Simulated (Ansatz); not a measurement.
Results of LDA in Ansatz (PAW) for GeSb2Te4 (R-3m, No. 166, 7 atoms in the cell; start mp-1224370).

Input:

Ansatz 0.2 input:
```yaml
crystal:
  lattice:
    - [2.1231547884, 1.2258041515, 12.9276598546]
    - [-2.1231547884, 1.2258041515, 12.9276598546]
    - [0.0, -2.4516078143, 12.9276599009]
  atoms:
    - { symbol: Ge, position: [0.0, 0.0, 0.0] }
    - { symbol: Sb, position: [0.1415744527, 0.1415744527, 0.1415744527] }
    - { symbol: Sb, position: [0.8584255473, 0.8584255473, 0.8584255473] }
    - { symbol: Te, position: [0.4296062586, 0.4296062586, 0.4296062586] }
    - { symbol: Te, position: [0.5703937414, 0.5703937414, 0.5703937414] }
    - { symbol: Te, position: [0.2919163245, 0.2919163245, 0.2919163245] }
    - { symbol: Te, position: [0.7080836755, 0.7080836755, 0.7080836755] }
basis:
  ecutwfc: 520
  ecutrho_ratio: 4
  xc_grid: 2
kpoints:
  mp_grid: { grid: [16, 16, 16] }
hamiltonian:
  xc: lda
  dispersion: none
  pseudopotentials: { kind: paw }
scf:
  occupations: { method: fermi_dirac, width: 0.05 }
  convergence: { dr2_threshold: 0.0000000007 }
output:
  forces: true
  stress: true
  eigenvalues: true
```

Excerpt of the program's output:

```
Crystal: 7 atoms, lattice volume = 201.871 Å³
Basis set: ecut = 520 eV, 5395 PW (Γ), FFT grids on a1−a3, a2−a3, a3, exchange–correlation on 64×64×200 points (8 copies of the dense FFT grid, shifted against one another)
Bands: 65, of which v1, the nominal top of the filled ones, is band 54 counted from 1 (53 counted from 0)
Symmetry: 12 space group operations
Space group: R-3m (ITA 166), of the structure as read, at distance tolerance 5.9e-5 Å
k-points: 417 of 4096
Functional: x = slater, c = lda
SCF iter   1: F=—  HF=-44196.263630 eV  |F-HF|=—  |Δ(HF+E_count)|=         —  Δρ=5.80e-3  dr2=1.09e-1
SCF iter   2: F=—  HF=-44196.244490 eV  |F-HF|=—  |Δ(HF+E_count)|=   1.91e-2  Δρ=3.21e-3  dr2=3.62e-2
  ...
SCF iter  10: F=—  HF=-44196.237641 eV  |F-HF|=—  |Δ(HF+E_count)|=   3.25e-9  Δρ=8.82e-7  dr2=3.97e-9
SCF iter  11: F=-44196.237641 eV  HF=-44196.237641 eV  |F-HF|=2.69e-10  |Δ(HF+E_count)|=  2.04e-10  Δρ=3.06e-7  dr2=4.42e-10
SCF 1 converged in 11 iterations: F = -44196.237641 eV  dr2 = 4.42e-10
SCF converged after 11 iterations
Free energy (F): -44196.237641 eV
Internal energy: -44196.220586 eV  (E = F + TS)
E sigma→0 (E₀):  -44196.229113 eV
Fermi energy:    9.923053 eV
--- Forces (eV/Å), atoms counted from 1 ---
  atom   1  Ge    -0.00000000     0.00000000    -0.00000000
  atom   2  Sb     0.00000000    -0.00000000    -0.03916856
  atom   3  Sb    -0.00000000     0.00000000     0.03916856
  atom   4  Te    -0.00000000     0.00000000     0.03850040
  atom   5  Te     0.00000000    -0.00000000    -0.03850040
  atom   6  Te    -0.00000000     0.00000000     0.01097265
  atom   7  Te     0.00000000    -0.00000000    -0.01097265
--- Stress (GPa, compression-positive) ---
       -1.107317       0.000000      -0.000000
        0.000000      -1.107317      -0.000000
       -0.000000      -0.000000      -1.230837
  P = ⅓ Tr σ = -1.1485 GPa (-11.485 kbar)
```

The PAW data were made under PBE.

Note: cell and atoms aren't relaxed at this level (largest force component 0.04 eV/Å, pressure -1.1 GPa).

Cost on a shared machine: roughly 6 core-minutes.

A start named mp-… is a Materials Project structure, which need not be a measured phase.

Ansatz is a quantum-chemistry and plane-wave program.
